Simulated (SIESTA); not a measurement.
Input and output of a relaxation of the atoms for a (110) slab of SrAl2 (cut from a parent of space group no. 74; 6 atoms in the cell) (SIESTA).

Method: GGA PBEsol, numerical atomic orbitals DZP, PseudoDojo PBEsol standard norm-conserving potentials (rewritten from UPF to PSML) in SIESTA.

The change in words: 6 atoms deep slab; MD.TypeOfRun: default → FIRE; MD.Steps: default → 40; MD.MaxForceTol: default → 0.02 eV/Ang. Reference geometry:
```
CELL_PARAMETERS angstrom
      6.05984     0.00000     0.00000
     -7.01472     5.98414     0.00000
      0.00000     0.00000    21.61880
ATOMIC_POSITIONS crystal
  Al 0.32126 0.03772 0.41838
  Al 0.67874 0.61628 0.39245
  Al 0.32126 0.30294 0.48703
  Al 0.67874 0.35106 0.32379
  Al 0.32126 0.76852 0.60755
  Al 0.67874 0.34708 0.58162
  Al 0.32126 0.03374 0.67621
  Al 0.67874 0.08186 0.51297
  Sr 0.89934 0.09397 0.35812
  Sr 0.10066 0.56003 0.45271
  Sr 0.89934 0.82477 0.54729
  Sr 0.10066 0.29083 0.64188
```

Reference input (self-consistent single point, DFT, GGA PBEsol, numerical atomic orbitals DZP, PseudoDojo PBEsol standard norm-conserving potentials (rewritten from UPF to PSML)): XC.functional = GGA; XC.authors = PBEsol; potentials = PseudoDojo PBEsol standard; PAO.BasisSize = DZP; PAO.EnergyShift = 0.01 Ry; MeshCutoff = 350 Ry; kgrid.MonkhorstPack = 4 3 1; OccupationFunction = MP; OccupationMPOrder = 0; ElectronicTemperature = 100 meV; MaxSCFIterations = 150; SCF.Mixer.Method = Pulay. This run's input differs from it in these lines:

```diff
@@ -4,3 +4,3 @@
 
-NumberOfAtoms                12
+NumberOfAtoms                6
 NumberOfSpecies              2
@@ -14,3 +14,3 @@
     -1.157574874    0.987507102    0.000000000
-     0.000000000    0.000000000    3.567551833
+     0.000000000    0.000000000    2.892664546
 %endblock LatticeVectors
@@ -18,14 +18,8 @@
 %block AtomicCoordinatesAndAtomicSpecies
-     1.682196863    0.225715701    9.044896836  1
-    -0.209982051    3.687910551    8.484299630  1
-    -0.178261735    1.812840750   10.529114206  1
-     1.650476547    2.100785502    6.999995785  1
-    -3.444161975    4.598923752   13.134504370  1
-     1.678381111    2.076980601   12.573907164  1
-     1.710101427    0.201910800   14.618808215  1
-     3.538839710    0.489855553   11.089689794  1
-     4.790685777    0.562329448    7.742104470  2
-    -3.318470965    3.351296804    9.787005521  2
-    -0.335673060    4.935537498   11.831798479  2
-    -1.430107803    1.740366855   13.876613055  2
+     1.682196863    0.225715701    9.044889284  1
+    -0.209982051    3.687910551    8.484291361  1
+    -0.178261735    1.812840750   10.529095118  1
+     1.650476547    2.100785502    6.999997882  1
+     4.790685777    0.562329448    7.742092034  2
+    -3.318470965    3.351296804    9.787000966  2
 %endblock AtomicCoordinatesAndAtomicSpecies
@@ -52,2 +46,5 @@
 Diag.ParallelOverK           true
+MD.TypeOfRun                 FIRE
+MD.Steps                     40
+MD.MaxForceTol               0.02 eV/Ang
 WriteForces                  true
```

The program printed (abridged):

```
        iscf     Eharris(eV)        E_KS(eV)     FreeEng(eV)     dDmax    Ef(eV) dHmax(eV)
   scf:    1    -2092.702101    -2103.951907    -2103.970624  1.805362 -3.810203  4.416901
   scf:    2    -2105.853279    -2104.985634    -2105.015414  0.049412 -3.601304  2.789207
   scf:    3    -2105.912642    -2105.772517    -2105.808240  0.118128 -3.256500  2.062760
   scf:    4    -2104.116109    -2105.319539    -2105.350158  0.133556 -3.472215  2.537815
   scf:    5    -2106.162740    -2105.857375    -2105.897830  0.066805 -3.297432  0.706836
   [... 4 lines left out ...]
   scf:   10    -2105.924099    -2105.923908    -2105.962589  0.001969 -3.283088  0.001959
   scf:   11    -2105.923964    -2105.923938    -2105.962588  0.000531 -3.282854  0.006109
   scf:   12    -2105.923890    -2105.923915    -2105.962591  0.000173 -3.283838  0.000203
   scf:   13    -2105.923919    -2105.923917    -2105.962591  0.000022 -3.283816  0.000222
SCF Convergence by DM+H criterion
max |DM_out - DM_in|         :     0.0000220166
max |H_out - H_in|      (eV) :     0.0002221282
SCF cycle converged after 13 iterations

Using DM_out to compute the final energy and forces

siesta: E_KS(eV) =            -2105.9239

siesta: E_KS - E_eggbox =     -2105.9239

siesta: Atomic forces (eV/Ang):
     1   -0.061424   -0.070016    0.457031
   [... lines left out ...]
outcell: Cell volume (Ang**3)        :    635.6564
        iscf     Eharris(eV)        E_KS(eV)     FreeEng(eV)     dDmax    Ef(eV) dHmax(eV)
siesta: FreeEng =     -2106.918776
siesta: Cell volume =        635.656391 Ang**3
siesta:          -4.54143000         -4.20505996  kBar
   [... lines left out ...]
   2  3.296   0.952   0.215   0.441   0.566   0.752   0.147   0.038  -0.051
   [... 5 lines left out ...]

Species: Sr
Atom  Qatom  Qorb
               4s      5s      5s      4py     4pz     4px     5py     5pz
               5px
   5  9.290   1.988   0.606   0.078   1.999   2.000   1.996   0.235   0.162
              0.226
   6  9.290   1.988   0.606   0.078   1.999   2.000   1.996   0.235   0.162
              0.226

mulliken: Qtot =       32.000

Mulliken Atomic Populations:
Atom #   charge [q] valence [e]  Species
     1    -0.296138    3.296138  Al
     2    -0.296180    3.296180  Al
     3    -0.413913    3.413913  Al
     4    -0.413895    3.413895  Al
     5     0.710078    9.289922  Sr
     6     0.710048    9.289952  Sr
 Total    -0.000000

siesta: Electric dipole (a.u.)  =    0.000000    0.000000    0.000087
siesta: Electric dipole (Debye) =    0.000000    0.000000    0.000220
```

The relaxation ended unconverged. 

The starting cell comes from a database of computed structures (which also holds hypothetical and non-ambient phases and stackings), without a prior relaxation at this level. The slab is cut from that crystal, and its faces start unrelaxed. Its lattice was rescaled by up to half a per cent. Values carry the incompleteness of an atom-centred basis.

Cost on one core of a shared machine: roughly 30 min.
